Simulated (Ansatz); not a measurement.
CdTe (within 0.1 Å of P6₄22, No. 181, 6 atoms in the cell; start mp-1492; a measured phase of this formula has another space group)

All values below come from HSE06 (Ansatz, a first-principles code, plane waves, PAW).

Run with plane-wave cutoff 500 eV, 6×6×2 k mesh (along the axes of the cell as run), gaussian smearing 0.02 eV, scalar-relativistic PAW data made under PBE.

Cell (relaxed with r²SCAN):

CdTe has the trigonal space group P3₁21 (No. 152), Pearson symbol hP6. Conventional cell: a = b = 4.562 Å, c = 10.470 Å, α = β = 90.00°, γ = 120.00°. Cd on 3a is coordinated by 4 Te at 2.866–2.877 Å. Te on 3b sees 4 Cd at 2.866–2.877 Å. (Neighbours: up to the widest gap in distance over summed covalent radii, below 1.35, at either atom; cation-cation and far metal-metal contacts left out.)

```
Item                           Result
--------  ---------------------------
band gap  0.86 eV (on the SCF k mesh)
```

Spin–orbit coupling is not included; with these elements it can move the gap by several tenths of an eV or more.

Computed values are for the static lattice.

The result took roughly 7 core-minutes.

A start named mp-… is a Materials Project structure, which need not be a measured phase.
